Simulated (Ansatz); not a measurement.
A computed series for AlNi3: point defects

Base system: a 16-atom supercell of AlNi3 in the Cu3Au type structure (space group Pm-3m, No. 221; a = 3.5191 Å; weakly magnetic (sensitive to the mesh)) at its relaxed geometry.

One neutral defect a cell, atoms relaxed at fixed cell.

Calculations: PBEsol (Ansatz, a first-principles code, PAW, no spin-orbit coupling).

```tsv
change	largest displacement of a host atom from its site in the perfect cell	pressure
perfect supercell	–	0.0 GPa
H interstitial (started 1.76 Å from the nearest host atom), symmetric start	0.03 Å	2.2 GPa
Al on a Ni site (antisite), symmetric start	0.13 Å	3.8 GPa
Ni vacancy	0.09 Å	-3.3 GPa
```

The magnetic state is the one reached from the starting moments; the real material's order can differ, and small cells can't hold many antiferromagnetic ones. In so small a cell the defect repeats every few ångströms: this is an ordered compound, not a dilute defect. Defects with a symmetric start kept the site's symmetry and may sit on a saddle; the others started slightly shaken. Seeded moments were not kept for Al on a Ni site (antisite).
